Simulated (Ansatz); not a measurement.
System: CsCl-type FeAl. Method: LDA (Ansatz, a program for electronic structure, plane waves, PAW).

The run printed, among other lines:

```
Crystal: 2 atoms, lattice volume = 22.225 Å³
Basis set: ecut = 520 eV, 619 PW (Γ), exchange–correlation on 48×48×48 points (8 copies of the dense FFT grid, shifted against one another)
Bands: 14, of which v1, the nominal top of the filled ones, is band 10 counted from 1 (9 counted from 0)
Symmetry: 48 space group operations
Space group: Pm-3m (ITA 221), of the structure as read, at distance tolerance 2.8e-5 Å
k-points: 220 of 5832
Functional: x = slater, c = lda
SCF iter   1: F=—  HF=-4933.669654 eV  |F-HF|=—  |Δ(HF+E_count)|=         —  Δρ=1.29e-2  dr2=1.60e-2
SCF iter   2: F=—  HF=-4933.667499 eV  |F-HF|=—  |Δ(HF+E_count)|=   2.16e-3  Δρ=5.48e-3  dr2=2.59e-3
  ...
SCF iter   6: F=—  HF=-4933.667092 eV  |F-HF|=—  |Δ(HF+E_count)|=   1.85e-6  Δρ=1.86e-6  dr2=4.21e-10
SCF iter   7: F=-4933.667092 eV  HF=-4933.667092 eV  |F-HF|=1.82e-12  |Δ(HF+E_count)|=  1.91e-10  Δρ=1.70e-7  dr2=1.48e-12
SCF 1 converged in 7 iterations: F = -4933.667092 eV  dr2 = 1.48e-12
SCF converged after 7 iterations
Free energy (F): -4933.667092 eV
Internal energy: -4933.645759 eV  (E = F + TS)
E sigma→0 (E₀):  -4933.656426 eV
Fermi energy:    14.750860 eV
--- Forces (eV/Å), atoms counted from 1 ---
  atom   1  Al     0.00000000    -0.00000000     0.00000000
  atom   2  Fe    -0.00000000    -0.00000000    -0.00000000
--- Stress (GPa, compression-positive) ---
       -0.000102       0.000000      -0.000000
        0.000000      -0.000102       0.000000
       -0.000000       0.000000      -0.000102
  P = ⅓ Tr σ = -0.0001 GPa (-0.001 kbar)
```

Q: Write an input file that could have produced this run (the log leaves some choices open).

A: Several could match; the one computed here: 
Ansatz 0.2 input:
```yaml
crystal:
  lattice:
    - [2.8115502932, 0.0, 0.0]
    - [0.0, 2.8115502932, 0.0]
    - [0.0, 0.0, 2.8115502932]
  atoms:
    - { symbol: Al, position: [0.5, 0.5, 0.5] }
    - { symbol: Fe, position: [0.0, 0.0, 0.0] }
basis:
  ecutwfc: 520
  ecutrho_ratio: 4
  xc_grid: 2
kpoints:
  mp_grid: { grid: [18, 18, 18] }
hamiltonian:
  xc: lda
  dispersion: none
  pseudopotentials: { kind: paw }
scf:
  occupations: { method: fermi_dirac, width: 0.05 }
  convergence: { dr2_threshold: 0.0000000002 }
output:
  forces: true
  stress: true
  eigenvalues: true
```

The PAW data were made under PBE.

Computing time: very roughly 4 core-seconds.
